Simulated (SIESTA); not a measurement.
Band structure of MgB₂ (P6/mmm, 3 atoms in the cell).

```
CELL_PARAMETERS angstrom
      1.54500    -2.67602     0.00000
      1.54500     2.67602     0.00000
      0.00000     0.00000     3.52000
ATOMIC_POSITIONS crystal
  Mg 0.00000 0.00000 0.00000
  B  0.33333 0.66667 0.50000
  B  0.66667 0.33333 0.50000
```

Level of theory: GGA PBE, numerical atomic orbitals DZP, PseudoDojo PBE standard norm-conserving potentials (rewritten from UPF to PSML) (SIESTA 5.4.2).

Settings: XC.functional = GGA; XC.authors = PBE; potentials = PseudoDojo PBE standard; PAO.BasisSize = DZP; PAO.EnergyShift = 0.005 Ry; MeshCutoff = 350 Ry; kgrid.MonkhorstPack = 12 12 9; OccupationFunction = FD; ElectronicTemperature = 50 meV; MaxSCFIterations = 150; SCF.Mixer.Method = Pulay; SCF.Mixer.Weight = 0.1; SCF.Mixer.History = 8; SCF.DM.Tolerance = 1.0E-04.

The starting cell has typed, rounded lattice constants, without a prior relaxation at this level. Values carry the incompleteness of an atom-centred basis.

Levels in eV from the Fermi level, bands 5 to 10:
```
point       5      6      7      8      9    10
-----  ------  -----  -----  -----  -----  ----
Γ      -12.50  -2.95   0.39   0.39   1.85  6.43
M       -8.52  -7.87  -2.21   0.40   3.20  4.12
K       -7.17  -7.17  -5.90   1.98   1.98  6.99
A      -11.04  -7.62   0.71   0.71   6.83  6.83
L       -7.50  -6.84  -3.65  -1.83  -1.40  5.79
H       -6.30  -6.30  -5.15  -2.08  -2.08  3.41
```

Bands cross the Fermi level along this path, so the cell is metallic at this level.

Higher empty bands are left out: an atom-centred basis made for the valence describes them poorly.
